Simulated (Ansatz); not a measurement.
Start from GaAs in the zinc blende structure (space group F-43m, No. 216; a = 5.6594 Å).

It is then changed as follows: In replaces 25.0 % of the Ga, ordered in a cell of 8 atoms (starting symmetry P-4m2) and fully relaxed.

The other end (x = 1) is InAs in the zinc blende structure (space group F-43m, No. 216): 28.20 Å³/atom, gap zero.

Levels (all Ansatz, an electronic-structure program, PAW, earlier PAW set): PBEsol (420 eV, scalar-relativistic without spin-orbit coupling); HSE06 (420 eV, scalar-relativistic without spin-orbit coupling); PBEsol+SOC (420 eV, with spin-orbit coupling).

One geometry, relaxed with PBEsol, under each level:

```csv
level,band gap,pressure
PBEsol,0.08 eV,0.0 GPa
HSE06,0.98 eV,–
PBEsol+SOC,zero,0.0 GPa
```

Single points use the geometry relaxed with PBEsol. The spin-orbit shifts are approximate. Each cell is one ordered arrangement of few atoms, which overstates ordering effects compared with a random alloy. Stability against distortions was not tested. The runs without spin-orbit coupling are not spin-polarised. Gaps under 0.05 eV, about the width of the smearing, are given as zero. A zero or small gap of InGa3As4 and InAs can be the functional's error rather than a property of the material.
